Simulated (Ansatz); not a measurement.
Take Ir in the fcc (Cu type) structure (space group Fm-3m, No. 225; a = 3.812 Å; relaxed with 0.1 eV smearing) as the base. Axes: x, y, z lie along the cube axes.

Computed with Ansatz (a program for electronic structure), LDA, PAW, cutoff 420 eV, no spin-orbit coupling.

Before the change:

The pressure comes out as 0.0 GPa.

Perturbation: compressive biaxial strain of 2.08 % in the plane normal to [111], as in epitaxy on a mismatched substrate; the out-of-plane cell vector and the atoms relax.

Problem. Predict the new ratio −ε⊥/ε∥ and pressure.

Solution. The ratio −ε⊥/ε∥ comes out as 0.54; the pressure (mean of the normal stresses, compression positive) goes from zero to 14.1 GPa.

Whether these cells are dynamically stable was not tested. All final runs are without spin polarisation.
